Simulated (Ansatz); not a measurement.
An Ansatz (a program for electronic structure) run: Rb3GaF6 with a change (Rb → Na); r2SCAN (Ansatz, PAW, no SOC).

Input:

Ansatz 0.2 input:
```yaml
crystal:
  lattice:
    - [0, 4.015640474, 4.015640474]
    - [4.015640474, 0, 4.015640474]
    - [4.015640474, 4.015640474, 0]
  atoms:
    - { symbol: Na, position: [0.75, 0.75, 0.75] }
    - { symbol: Na, position: [0.25, 0.25, 0.25] }
    - { symbol: Na, position: [0.5, 0.5, 0.5] }
    - { symbol: Ga, position: [0, 0, 0] }
    - { symbol: F, position: [0.766361818, 0.233638182, 0.233638182] }
    - { symbol: F, position: [0.233638182, 0.766361818, 0.766361818] }
    - { symbol: F, position: [0.233638182, 0.766361818, 0.233638182] }
    - { symbol: F, position: [0.766361818, 0.233638182, 0.766361818] }
    - { symbol: F, position: [0.233638182, 0.233638182, 0.766361818] }
    - { symbol: F, position: [0.766361818, 0.766361818, 0.233638182] }
basis: { ecutwfc: 500, ecutrho_ratio: 4, xc_grid: 4, fft_grid_basis: typed }
kpoints: { mp_grid: { grid: [7, 7, 7] } }
hamiltonian:
  xc: r2scan
  dispersion: none
  pseudopotentials: { kind: paw }
scf: { occupations: { method: fermi_dirac, width: 0.05 }, convergence: { dr2_threshold: 0.000000001 } }
output: { forces: true, stress: true }
checkpoint: { write: state.ck, write_every: 1000 }
```

Output (explanatory and most iteration lines left out):

```
Pseudopotential: Na, paw, valence charge 9
Pseudopotential: Ga, paw, valence charge 13
Pseudopotential: F, paw, valence charge 7
Crystal: 10 atoms, lattice volume = 129.507 Å³
Basis set: ecut = 500 eV, 3287 PW (Γ), exchange–correlation on 180×180×180 points (64 copies of the dense FFT grid, shifted against one another)
Bands: 51, of which v1, the nominal top of the filled ones, is band 41 counted from 1 (40 counted from 0)
Symmetry: 48 space group operations
Space group: Fm-3m (ITA 225), of the structure as read, at distance tolerance 5.1e-5 Å
k-points: 20 of 343
Functional: x = r2scan, c = r2scan; τ floored in thin density (d = 2e-4 eV/Å³)
SCF iter   1: F=—  HF=-13126.485688 eV  |F-HF|=—  |Δ(HF+E_count)|=         —  Δρ=1.02e-2  dr2=8.18e-2  dr2_τ=1.97e-1  ethr=1.77e-3  ⟨swp⟩=6.0  Hψ=3681  notcnv=0  defer=12
SCF iter   2: F=—  HF=-13126.623621 eV  |F-HF|=—  |Δ(HF+E_count)|=   1.38e-1  Δρ=4.16e-3  dr2=9.80e-3  dr2_τ=2.00e-3  ethr=9.97e-5  ⟨swp⟩=2.8  Hψ=2120  notcnv=0  defer=62
SCF 1 converged in 9 iterations: F = -13126.624350 eV  dr2 = 4.44e-11
SCF converged after 9 iterations
Free energy (F): -13126.624350 eV
Internal energy: -13126.624350 eV  (E = F + TS)
E sigma→0 (E₀):  -13126.624350 eV
Fermi energy:    3.916485 eV
--- Forces (eV/Å), atoms counted from 1 ---
  atom   1  Na    -0.00000000    -0.00000000    -0.00000000
  atom   2  Na    -0.00000000    -0.00000000    -0.00000000
  atom   3  Na     0.00000000     0.00000000     0.00000000
  atom   4  Ga    -0.00000000     0.00000000    -0.00000000
  atom   5  F     -0.00003381    -0.00000000    -0.00000000
  atom   6  F      0.00003381     0.00000000    -0.00000000
  atom   7  F      0.00000000    -0.00003381    -0.00000000
  atom   8  F     -0.00000000     0.00003381     0.00000000
  atom   9  F      0.00000000    -0.00000000    -0.00003381
  atom  10  F     -0.00000000     0.00000000     0.00003381
--- Stress (GPa, compression-positive) ---
       -0.001642       0.000000       0.000000
       -0.000000      -0.001642      -0.000000
       -0.000000      -0.000000      -0.001642
  P = ⅓ Tr σ = -0.0016 GPa (-0.016 kbar)
```

No phonon test of stability was made. The cell was made from Rb3GaF6 by this change: Rb → Na; the result is a model cell, its experimental status unchecked.
